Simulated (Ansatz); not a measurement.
GaP under load (space group Imm2), r2SCAN with spin-orbit coupling, rigid bands in Ansatz (an electronic-structure program). Condition of this run: uniaxial stress along [110] of -1 GPa (compression positive) (the target of the relaxation). Band gap 1.76 eV, N_c = 1.51e19 cm⁻³ and N_v = 1.42e19 cm⁻³ at 300 K, conductivity masses along x (a = (0.01, 2.73, 2.72) Å; b = (2.73, 0.01, 2.72) Å; c = (2.74, 2.74, 0.00) Å) of 0.263 mₑ (electrons) and 0.477 mₑ (holes). Take k_BT = 0.02585 eV.

**Question.** What built-in voltage has an abrupt junction with N_A = 1e16 and N_D = 1e17 cm⁻³, all dopants ionised?

**Answer.** V_bi = E_g/e − (k_BT/e) ln(N_c N_v/(N_A N_D)) = 1.76 − 0.02585 × 12.28 = 1.44 V, for the computed gap.

**Question.** What thermal injection velocity √(2k_BT/πm) limits a ballistic channel along the direction named?

**Answer.** 1.05e7 cm/s for electrons and 7.79e6 cm/s for holes, a ratio of √(m_h/m_e) = 1.35, for dilute carriers.

**Question.** Find the intrinsic carrier density and the intrinsic Fermi level.

**Answer.** n_i = √(N_c N_v) exp(−E_g/2k_BT) = 1.46e19 × exp(−34.04) = 2.4e4 cm⁻³. The level lies (k_BT/2) ln(N_v/N_c) = -1 meV from mid-gap (positive towards the conduction band). Each 0.1 eV added to the gap lowers n_i by a factor of 6.9.

Rigid bands with the computed gap; masses take one relaxation time for all states.
